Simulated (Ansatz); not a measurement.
Ansatz (a quantum-chemistry and plane-wave program) run on Ti₄H₃ (P-42m, 7 atoms in the cell): self-consistent single point.

Method of the run: PBEsol, default PAW files made with PBE (plane waves; Ansatz).

```
Ti4H3
1.0
    4.22111     0.00000     0.00000
    0.00000     4.22111     0.00000
    0.00000     0.00000     4.36891
Ti H
4 3
Direct
  0.25549   0.25549   0.25972
  0.25549   0.74451   0.74028
  0.74451   0.74451   0.25972
  0.74451   0.25549   0.74028
  0.00000   0.00000   0.00000
  0.00000   0.00000   0.50000
  0.50000   0.50000   0.00000
```

Reference input (self-consistent single point, DFT, PBEsol, plane waves, default PAW files made with PBE): basis.ecutwfc = 30.9 Ry; kpoints.mp_grid.grid = 5 5 5; hamiltonian.xc = pbesol; hamiltonian.pseudopotentials = {kind: paw} (the program's default PAW files); scf.occupations.method = cold; scf.occupations.width = 0.0147 Ry. This run's input differs from it in these lines:

Ansatz 0.2 input:
```diff
@@ -14,3 +14,3 @@
 basis:
-  ecutwfc: 30.9 Ry
+  ecutwfc: 21.7 Ry
 kpoints:
```

Output, abridged:

```
SCF iter   1: F=—  HF=-9944.004515 eV  |F-HF|=—  |Δ(HF+E_count)|=         —  Δρ=1.74e-2  dr2=1.77e-1  ethr=1.77e-3  ⟨swp⟩=3.9  Hψ=2176  notcnv=0
all-band conjugate gradients solve this SCF's bands
preconditioner: auto → Kerker (q_TF=auto, 2.543 Å⁻¹)
SCF iter   2: F=—  HF=-9943.937201 eV  |F-HF|=—  |Δ(HF+E_count)|=   6.73e-2  S|Δr|=    0.00e0  Δρ=6.69e-3  dr2=2.52e-2  ethr=3.48e-4  ⟨swp⟩=3.0  Hψ=1312  notcnv=0  defer=18
   [... lines left out ...]
SCF iter   5: F=—  HF=-9943.932067 eV  |F-HF|=—  |Δ(HF+E_count)|=   7.21e-5  S|Δr|=    0.00e0  Δρ=6.50e-5  dr2=3.64e-6  ethr=1.88e-7  ⟨swp⟩=2.0  Hψ=740  notcnv=0  defer=18
SCF iter   6: F=—  HF=-9943.932066 eV  |F-HF|=—  |Δ(HF+E_count)|=   7.19e-7  S|Δr|=    0.00e0  Δρ=1.63e-5  dr2=1.73e-7  ethr=7.14e-9  ⟨swp⟩=2.0  Hψ=707  notcnv=0  defer=18
SCF iter   7: F=-9943.932066 eV  HF=-9943.932066 eV  |F-HF|=4.15e-9  |Δ(HF+E_count)|=   2.85e-8  S|Δr|=    0.00e0  Δρ=3.10e-6  dr2=7.55e-9  ethr=1.96e-10  ⟨swp⟩=7.8  Hψ=2049  notcnv=0
SCF 1 converged in 7 iterations: F = -9943.932066 eV  dr2 = 7.55e-9
Stability not checked (fill_not_monotonic)
Free energy (F): -9943.932066 eV
Internal energy: -9943.946776 eV  (E = F + TS)
E sigma→0 (E₀):  -9943.936970 eV
Entropy (-TS):   0.014710 eV (2.101 meV/atom)
Fermi energy:    11.941124 eV
--- Forces (eV/Å), atoms counted from 1 ---
  atom   1  Ti     0.02218463     0.02218463     0.09980441
  atom   2  Ti     0.02218463    -0.02218463    -0.09980441
  atom   3  Ti    -0.02218463    -0.02218463     0.09980441
  atom   4  Ti    -0.02218463     0.02218463    -0.09980441
   [... lines left out ...]
  atom   7  H      0.00000000     0.00000000     0.00000000
--- Stress (GPa, compression-positive) ---
       -3.175090       0.000000       0.000000
        0.000000      -3.175090       0.000000
        0.000000       0.000000      -3.206013
  P = ⅓ Tr σ = -3.1854 GPa (-31.854 kbar)
  The stress holds the Pulay correction. Without it, at fixed plane waves, as pw.x and ABINIT print it: P = -16.7657 GPa
```

The run converged in 7 iterations. Against the reference run the free energy rises by 115 meV/atom, the pressure goes from -3.38 to -3.19 GPa and the largest force goes from 0.078 to 0.105 eV/Å.

The starting cell comes from a database of computed structures (which also holds hypothetical and non-ambient phases and stackings), without a prior relaxation at this level. Spin polarisation is off. Ansatz's pressure includes its estimate of the finite-basis (Pulay) stress. Without the estimate this run gives -16.77 GPa. The cutoff lies below the one recommended for these files.
